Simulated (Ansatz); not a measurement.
Base system: SnSe₂ in the CdI2 type structure (space group P-3m1, No. 164; a = 3.7935 Å, c = 5.7425 Å; layered, stacked along the Cartesian z axis). Axes: x lies along a and z along c of the hexagonal cell.

It is then changed as follows: compressive biaxial strain of 4.57 % in the plane normal to [001], as in epitaxy on a mismatched substrate; the out-of-plane cell vector and the atoms relax.

Levels (all Ansatz, a first-principles code, PAW, earlier PAW set): PBEsol-D3(BJ) (420 eV, scalar-relativistic without spin-orbit coupling); r2SCAN (500 eV, without spin-orbit coupling); HSE06 (420 eV, without spin-orbit coupling); PBEsol+SOC (420 eV, spin-orbit coupling included); HSE06+SOC (420 eV, noncollinear with spin-orbit coupling).

At the geometry relaxed with PBEsol-D3(BJ), these levels gave the following band gaps, in shuffled order: (a) 0.53 eV, (b) 0.83 eV, (c) 0.13 eV, (d) 0.05 eV, (e) 0.73 eV.

Question: Match each gap to its level.

Answer: (a) r2SCAN; (b) HSE06; (c) PBEsol-D3(BJ); (d) PBEsol+SOC; (e) HSE06+SOC.

Single points use the geometry relaxed with PBEsol-D3(BJ). HSE06 gaps are upper bounds (no full band path). The spin-orbit shifts are approximate. Whether these cells are dynamically stable was not tested. The runs without spin-orbit coupling are not spin-polarised. A zero or small gap of SnSe2 can be the functional's error rather than a property of the material.
